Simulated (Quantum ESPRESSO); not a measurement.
Band structure of SnO2 (Pbcn, 12 atoms in the cell).

```
SnO2
1.0
    4.73515     0.00000     0.00000
    0.00000     5.75091     0.00000
    0.00000     0.00000     5.24711
Sn O
4 8
Direct
  0.50000   0.66545   0.75000
  0.50000   0.33455   0.25000
  0.00000   0.83455   0.25000
  0.00000   0.16545   0.75000
  0.73031   0.60712   0.07860
  0.26969   0.39288   0.92140
  0.76969   0.89288   0.57860
  0.23031   0.10712   0.42140
  0.23031   0.89288   0.92140
  0.76969   0.10712   0.07860
  0.26969   0.60712   0.42140
  0.73031   0.39288   0.57860
```

Level of theory: PBEsol, GBRV 1.5 ultrasoft (PBESOL) pseudopotentials (plane waves; Quantum ESPRESSO).

Settings: ecutwfc = 40 Ry; ecutrho = 200 Ry; occupations = fixed; potentials = {Sn: sn_pbesol_v1.4.uspp.F.UPF, O: o_pbesol_v1.2.uspp.F.UPF}; K_POINTS = automatic 4 3 3 1 1 1; nbnd = 64; conv_thr = 1e-11 Ry; mixing_beta = 0.4.

The starting cell comes from a database of computed structures (which also holds hypothetical and non-ambient phases and stackings), without a prior relaxation at this level.

Task: Predict the gap along the standard path and the places of the band edges.

Result: The gap along the path is 1.28 eV, from a point between Γ and X to Γ; the smallest direct gap on it is 1.30 eV.

Levels in eV from the top of the valence band on the SCF mesh, bands 49 to 56:
```json
[
 {"point": "Γ", "49": "-0.52", "50": "-0.09", "51": "-0.05", "52": "0.05", "53": "1.34", "54": "6.15", "55": "6.21", "56": "6.75"},
 {"point": "X", "49": "-0.21", "50": "-0.21", "51": "0.02", "52": "0.02", "53": "4.53", "54": "4.53", "55": "5.24", "56": "5.24"},
 {"point": "S", "49": "-0.17", "50": "-0.17", "51": "-0.17", "52": "-0.17", "53": "4.96", "54": "4.96", "55": "4.96", "56": "4.96"},
 {"point": "Y", "49": "-0.17", "50": "-0.17", "51": "-0.11", "52": "-0.11", "53": "4.44", "54": "4.44", "55": "6.17", "56": "6.17"},
 {"point": "Z", "49": "-0.83", "50": "-0.83", "51": "-0.03", "52": "-0.03", "53": "4.07", "54": "4.07", "55": "6.88", "56": "6.88"},
 {"point": "U", "49": "-0.51", "50": "-0.51", "51": "-0.12", "52": "-0.12", "53": "4.97", "54": "4.97", "55": "6.06", "56": "6.06"},
 {"point": "R", "49": "-0.30", "50": "-0.30", "51": "-0.30", "52": "-0.30", "53": "5.41", "54": "5.41", "55": "5.41", "56": "5.41"},
 {"point": "T", "49": "-0.24", "50": "-0.24", "51": "-0.24", "52": "-0.24", "53": "5.53", "54": "5.53", "55": "5.53", "56": "5.53"}
]
```
